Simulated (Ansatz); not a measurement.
An Ansatz (a program for electronic structure) run: Ti with a change (isotropic strain +2.37 %); Ansatz, r2SCAN, PAW, cutoff 500 eV, spin-orbit coupling left out, earlier PAW set.

Input:

Ansatz 0.2 input:
```yaml
crystal:
  lattice:
    - [3.0063457707, 0, 0]
    - [-1.5031728854, 2.60357181, 0]
    - [0, 0, 4.7509649945]
  atoms:
    - { symbol: Ti, position: [0.3333333333, 0.6666666667, 0.75] }
    - { symbol: Ti, position: [0.6666666667, 0.3333333333, 0.25] }
basis: { ecutwfc: 500, ecutrho_ratio: 4, xc_grid: 4, fft_grid_basis: typed }
kpoints: { mp_grid: { grid: [23, 23, 13] } }
hamiltonian:
  xc: r2scan
  dispersion: none
  pseudopotentials: { azcp: { folder: ./paw }, kind: paw }
scf: { occupations: { method: fermi_dirac, width: 0.1 }, convergence: { dr2_threshold: 0.0000000002 } }
relax: { f_tol: 0.005, max_steps: 50 }
output: { forces: true, stress: true }
checkpoint: { write: state.ck, write_every: 1000 }
```

Output (explanatory and most iteration lines left out):

```
Relaxation: its limit of steps is 50 (relax.max_steps)
Pseudopotential: Ti, paw, valence charge 12
Crystal: 2 atoms, lattice volume = 37.187 Å³
Basis set: ecut = 500 eV, 965 PW (Γ), exchange–correlation on 96×96×144 points (64 copies of the dense FFT grid, shifted against one another)
Bands: 16, of which v1, the nominal top of the filled ones, is band 12 counted from 1 (11 counted from 0)
Symmetry: 24 space group operations
Space group: P63/mmc (ITA 194), of the structure as read, at distance tolerance 3.3e-5 Å
k-points: 392 of 6877
Functional: x = r2scan, c = r2scan; τ floored in thin density (d = 2e-4 eV/Å³)
SCF iter   1: F=—  HF=-5009.145536 eV  |F-HF|=—  |Δ(HF+E_count)|=         —  Δρ=6.90e-2  dr2=1.86e0  dr2_τ=6.61e-2  ethr=3.10e-3  ⟨swp⟩=3.3  Hψ=23274  notcnv=0
SCF iter   2: F=—  HF=-5008.759962 eV  |F-HF|=—  |Δ(HF+E_count)|=   3.86e-1  Δρ=2.61e-2  dr2=2.90e-1  dr2_τ=6.62e-3  ethr=3.10e-3  ⟨swp⟩=2.8  Hψ=15260  notcnv=0
SCF 1 converged in 9 iterations: F = -5008.716351 eV  dr2 = 3.52e-11
relax step   1: F+E_penalty+E_count = -5008.71635099 eV  Δ(F+E_penalty+E_count) = +0.000e0 eV  max|allowed force component| = 1.850e-16 eV/Å  Δτ_max = 0.0000 Å  (9 SCF iters, accepted)
Crystal: 2 atoms, lattice volume = 37.187 Å³
SCF iter   1: F=—  HF=-5008.716351 eV  |F-HF|=—  |Δ(HF+E_count)|=         —  Δρ=2.90e-7  dr2=3.52e-11  dr2_τ=4.10e-13  ethr=1.00e-12  ⟨swp⟩=1.5  Hψ=36997  notcnv=0
SCF iter   2: F=-5008.716351 eV  HF=-5008.716351 eV  |F-HF|=0.00e0  |Δ(HF+E_count)|=  6.37e-12  Δρ=1.19e-7  dr2=2.99e-12  dr2_τ=6.47e-13  ethr=1.00e-12  ⟨swp⟩=3.1  Hψ=17551  notcnv=0
SCF 2 converged in 2 iterations: F = -5008.716351 eV  dr2 = 2.99e-12
SCF converged after 2 iterations
Free energy (F): -5008.716351 eV
Internal energy: -5008.645511 eV  (E = F + TS)
E sigma→0 (E₀):  -5008.680931 eV
Entropy (-TS):   -0.070840 eV (-35.420 meV/atom)
Fermi energy:    12.272231 eV
--- Forces (eV/Å), atoms counted from 1 ---
  atom   1  Ti    -0.00000000    -0.00000000     0.00000000
  atom   2  Ti     0.00000000     0.00000000    -0.00000000
--- Stress (GPa, compression-positive) ---
       -7.268869      -0.000000       0.000000
       -0.000000      -7.268869       0.000000
        0.000000       0.000000      -7.180901
  P = ⅓ Tr σ = -7.2395 GPa (-72.395 kbar)
--- Relaxed structure (1 steps of the walk, 1 accepted, 0 SCFs on fresh bases) ---
  atoms:
    - { symbol: Ti, position: [0.33333333333333337, 0.6666666666666666, 0.75] }
    - { symbol: Ti, position: [0.6666666666666667, 0.33333333333333326, 0.25] }
```

Stability against distortions was not tested. All final runs are without spin polarisation. The cell was made from Ti in the hcp (Mg type) structure (space group P6_3/mmc, No. 194) by this change: isotropic strain +2.37 %.
